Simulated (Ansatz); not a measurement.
Amorphous Zr$_{20}$O$_{41}$Na$_{2}$, 63 atoms at 5.16 g/cm³, one PBE-relaxed geometry, zone centre. Methods: PBE, scalar-relativistic without spin-orbit coupling (Ansatz, a program for electronic structure); r2SCAN, scalar-relativistic without spin-orbit coupling (Ansatz); HSE06, scalar-relativistic without spin-orbit coupling (Ansatz). Plane waves to 420 eV (r2SCAN 500 eV); exact exchange is cut at the cell's faces. All rungs ran without spin polarisation.

Preparation: random packing, a CHGNet melt and quench, and a DFT relaxation. O atoms were pushed apart under 1.9 Å during the dynamics, to hinder bonds among them. The hot cell started wider than the set density and was brought back towards it in steps. It is the lowest in DFT energy of 2 quenches. It is a model cell: composition and starting density were chosen by hand, and all elements were melted together. No dispersion term was used. Its density started from a set value of 5.16 and ended at 5.16 g/cm³. The quench (nominally 380 K/ps over its main leg) was far faster than any real one, so the model tends to hold more defects than a real film. A cell of this size samples the disorder only roughly. The volume was held where the preparation left it and the shape relaxed, at a PBE pressure of -1.5 GPa (tension). Stress components on the final sampling reach 1.6 GPa. On a 2×2×2 Γ-centred mesh force components of up to 0.13 eV/Å stay, since the relaxation ran on the zone centre alone.

The relaxation ran on the zone centre alone. At PBE the gap is 3.31 eV on a 2×2×2 Γ-centred mesh, and the spacing at the zone centre alone 3.44 eV.

### Question
What zone-centre spacing does r2SCAN give, roughly?

### Answer
3.89 eV (+0.45 eV against PBE).

### Question
What zone-centre spacing does HSE06 give, roughly?

### Answer
4.95 eV (+1.51 eV against PBE).

The highest filled and the lowest empty state spread over these numbers of atoms (participation numbers): PBE: 19.1 and 23.4; r2SCAN: 18.8 and 24.0; HSE06: 19.2 and 22.5.
